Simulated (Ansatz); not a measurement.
Amorphous cells of Al, Hf, O: the gap between the highest filled and lowest empty level at the zone centre, by PBE and by a single point of r2SCAN on the same geometry (PBE, scalar-relativistic without spin-orbit coupling (plane waves to 420 eV, PAW; Ansatz, a program for electronic structure); r2SCAN at 500 eV). The networks come from melt-quench runs on the CHGNet potential at compositions and starting densities chosen by hand, with anions pushed apart in the CHGNet dynamics, and DFT then relaxed them. The cells are small and were quenched far faster than real films, so single cells scatter. Defect or tail levels can set these gaps. The rows are the first to finish with both values and no moments.

| cell | PBE gap x (eV) | r2SCAN gap y (eV) |
|---|---|---|
| A (Al28O44Hf, 3.39 g/cm3) | 3.24 | 3.86 |
| B (Hf10Al10O35, 6.50 g/cm3) | 3.44 | withheld |
| C (Hf20Al20O70, 6.60 g/cm3) | 3.73 | 4.27 |
| D (Hf10Al10O35, 6.62 g/cm3) | 3.82 | 4.38 |
| E (Hf18O39Al2, 8.56 g/cm3) | 3.93 | 4.40 |
| F (Hf18O39Al2, 8.56 g/cm3) | 4.07 | 4.51 |

Task: Fit a straight line through the 5 full rows and predict the withheld value for B (Hf10Al10O35, 6.50 g/cm3).

Result: Means: x = 3.758, y = 4.284. Slope = Σ(Δx Δy) / Σ(Δx²) = 0.3164 / 0.3999 = 0.791; the r.m.s. residual is 0.026. Prediction: 4.284 + 0.791 × (3.44 − 3.758) = 4.03. The run gave 3.97, 0.06 below the line.
